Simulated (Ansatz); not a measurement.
Results of LDA (Ansatz, an electronic-structure program, PAW) for GeSb₂Te₄ (R3m, No. 160, 7 atoms in the cell; start mp-1224350).

Numerical settings: plane-wave cutoff 520 eV, 10×10×10 k mesh, Fermi–Dirac smearing 0.01 eV, scalar-relativistic PAW data made under PBE.

Cell (relaxed at this level):

```
CELL_PARAMETERS angstrom
      2.10422     1.21487    13.31606
     -2.10422     1.21487    13.31606
      0.00000    -2.42975    13.31606
ATOMIC_POSITIONS crystal
  Ge 0.42972 0.42972 0.42972
  Sb 0.57136 0.57136 0.57136
  Sb 0.00318 0.00318 0.00318
  Te 0.13159 0.13159 0.13159
  Te 0.86213 0.86213 0.86213
  Te 0.28850 0.28850 0.28850
  Te 0.71357 0.71357 0.71357
```

Q: What does this level give for the band gap, smallest direct gap on the k points sampled and direct gap at Γ?

A: 
* **band gap**: 0.17 eV
* **smallest direct gap on the k points sampled**: 0.22 eV
* **direct gap at Γ**: 0.53 eV

Spin–orbit coupling is not included; it can close the smallest gap of 0.17 eV.

The result took very roughly 4 core-minutes.

A start named mp-… is a Materials Project structure, which need not be a measured phase.
